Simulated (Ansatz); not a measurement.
**Cu in the fcc (Cu type) structure (space group Fm-3m, No. 225)**

```cif
data_Cu
_chemical_formula_sum 'Cu1'
_space_group_name_H-M_alt 'P 1'
_space_group_IT_number 1
_cell_length_a 2.52915
_cell_length_b 2.52915
_cell_length_c 2.52915
_cell_angle_alpha 60.000
_cell_angle_beta 60.000
_cell_angle_gamma 60.000
loop_
_space_group_symop_operation_xyz
  'x, y, z'
loop_
_atom_site_label
_atom_site_type_symbol
_atom_site_fract_x
_atom_site_fract_y
_atom_site_fract_z
_atom_site_occupancy
Cu1 Cu 0.00000 0.00000 0.00000 1
```

Calculations: DFT with r2SCAN, PAW potentials and a 500 eV plane-wave cutoff in Ansatz (a program for electronic structure), scalar-relativistic without spin-orbit coupling. Settings: 22×22×22 k-points, 0.05 eV Fermi–Dirac smearing.

The volume per atom is 11.44 Å³ and the density is 9.22 g/cm³. The band gap is zero and the total energy comes out as -6631.239 eV/atom (σ→0; compares only within this code and set-up).

No phonon test of stability was made. The final runs are not spin-polarised.
